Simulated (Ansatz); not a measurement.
The starting structures come from a database of crystals and need not be the phases stable at ambient conditions.

## Evanescent states of GaN (Fm-3m, rock salt, 2 atoms a cell, 9.7 Å³ an atom, -8 GPa at this level) along the normal of (110)

Computed with r2SCAN (plane waves, PAW; Ansatz, a first-principles code).

The gap is the functional's own, uncorrected, and κ follows it; spin-orbit coupling is left out. Mid-gap means the computed energy nearest the middle.

Energies count from the valence-band top; κ is the least over a 10×8 mesh across the current.

```json
[
 {"E (eV)": "0.03", "κ (1/Å)": "0.064", "where": "off Γ"},
 {"E (eV)": "0.09", "κ (1/Å)": "0.092", "where": "off Γ"},
 {"E (eV)": "0.15", "κ (1/Å)": "0.112", "where": "off Γ"},
 {"E (eV)": "0.21", "κ (1/Å)": "___", "where": "off Γ"},
 {"E (eV)": "0.27", "κ (1/Å)": "___", "where": "off Γ"},
 {"E (eV)": "0.33", "κ (1/Å)": "___", "where": "Γ"},
 {"E (eV)": "0.39", "κ (1/Å)": "___", "where": "Γ"},
 {"E (eV)": "0.45", "κ (1/Å)": "___", "where": "Γ"},
 {"E (eV)": "0.51", "κ (1/Å)": "___", "where": "Γ"},
 {"E (eV)": "0.57", "κ (1/Å)": "___", "where": "Γ"},
 {"E (eV)": "0.63", "κ (1/Å)": "___", "where": "Γ"},
 {"E (eV)": "0.69", "κ (1/Å)": "___", "where": "Γ"},
 {"E (eV)": "0.75", "κ (1/Å)": "0.085", "where": "Γ"},
 {"E (eV)": "0.81", "κ (1/Å)": "0.068", "where": "Γ"},
 {"E (eV)": "0.87", "κ (1/Å)": "0.043", "where": "Γ"}
]
```

Complete the blanks.


- 0.21, κ (1/Å): 0.129
- 0.27, κ (1/Å): 0.143
- 0.33, κ (1/Å): 0.152
- 0.39, κ (1/Å): 0.145
- 0.45, κ (1/Å): 0.138
- 0.51, κ (1/Å): 0.130
- 0.57, κ (1/Å): 0.121
- 0.63, κ (1/Å): 0.111
- 0.69, κ (1/Å): 0.099
